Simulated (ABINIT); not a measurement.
Input and output of a self-consistent single point for Se (P3_121, 3 atoms in the cell) (ABINIT).

Method of the run: PBE, spin-orbit coupling, PAW (JTH v2.0 PBE PAW) (plane waves; ABINIT).

```
CELL_PARAMETERS angstrom
      4.54716     0.00000     0.00000
     -2.27358     3.93796     0.00000
      0.00000     0.00000     5.02560
ATOMIC_POSITIONS crystal
  Se 0.21789 0.00000 0.33333
  Se 0.00000 0.21789 0.66667
  Se 0.78211 0.78211 0.00000
```

Reference input (self-consistent single point, DFT, PBE, plane waves, PAW (JTH v2.0 PBE PAW)): pseudos = [Se.GGA_PBE-JTH.xml]; ecut = 544 eV; pawecutdg = 1088 eV; pawxcdev = 0; ixc = 11; occopt = 1; ngkpt = 7 7 6; nshiftk = 1; shiftk = 0 0 0; potentials = JTH v2.0 PBE PAW; nband = 13; kptopt = 1. This run's input differs from it in these lines:

```diff
@@ -21,5 +21,7 @@
 ixc 11
+nspinor 2
+nspden 1
 occopt 1
-nband 13
-kptopt 1
+nband 26
+kptopt 4
 ngkpt 7 7 6
```

Log, with long lists cut:

```
--- !BeginCycle
solver: {iscf: 17, nstep: 100, nline: 4, wfoptalg: 10, }
tolerances: {tolvrs: 1.00E-12, }
...

     iter   Etot(hartree)      deltaE(h)  residm     nres2
 ETOT  1  -28.705266819211    -2.871E+01 2.429E-02 2.553E+00
 ETOT  2  -28.737616261097    -3.235E-02 5.519E-03 3.040E-01
 ETOT  3  -28.737355103958     2.612E-04 5.278E-04 7.425E-03
 ETOT  4  -28.737399206160    -4.410E-05 1.978E-04 9.240E-04
 ETOT  5  -28.737414513117    -1.531E-05 6.443E-05 5.036E-05
   [... 4 lines left out ...]
 ETOT 10  -28.737416114113    -1.848E-11 2.616E-07 2.493E-10
 ETOT 11  -28.737416114113     1.279E-13 6.639E-08 1.363E-11
 ETOT 12  -28.737416114113     4.619E-13 2.577E-08 2.463E-12
 ETOT 13  -28.737416114113    -7.461E-14 9.017E-09 3.217E-13
 At SCF step   13       nres2   =  3.22E-13 < tolvrs=  1.00E-12 =>converged.

 Cartesian components of stress tensor (hartree/bohr^3)
  sigma(1 1)= -4.70411236E-07  sigma(3 2)=  0.00000000E+00
  sigma(2 2)= -4.70411927E-07  sigma(3 1)=  0.00000000E+00
  sigma(3 3)= -1.02841564E-05  sigma(2 1)= -4.00541862E-13

 ----iterations are completed or convergence reached----

 reduced coordinates (array xred) for    3 atoms
       0.217890000946      0.000000001419      0.333333334792
       0.000000001426      0.217890000939      0.666666668125
       0.782110001906      0.782110001900      0.000000001459
 cartesian forces (eV/Angstrom) at end:
    1      0.03431588802533     0.00000000128384     0.00000000000000
    2     -0.01715794512711     0.02971843013919    -0.00000000000000
   [... lines left out ...]
 Fermi (or HOMO) energy (hartree) =  -0.01825   Average Vxc (hartree)=  -0.31824
   [... lines left out ...]
local_psp           : -1.22502130285228E+01
total_energy        : -2.87374160893289E+01
total_energy_eV     : -7.81984860351268E+02
...

-Cartesian components of stress tensor (GPa)         [Pressure=  1.1008E-01 GPa]
- sigma(1 1)= -1.38399741E-02  sigma(3 2)=  0.00000000E+00
- sigma(2 2)= -1.38399944E-02  sigma(3 1)=  0.00000000E+00
- sigma(3 3)= -3.02570278E-01  sigma(2 1)= -1.17843465E-08

 Calculation completed.
```

The run converged in 13 iterations. Against the reference run the pressure moves little (0.04 to 0.11 GPa), the largest force goes from 0.018 to 0.034 eV/Å and the gap on the mesh goes from 1.249 to 1.215 eV.

The starting cell comes from a database of computed structures (which also holds hypothetical and non-ambient phases and stackings), without a prior relaxation at this level. Its lattice was rescaled by a random factor within 2.5 % of one.

Cost on one core of a shared machine: roughly 7 min.
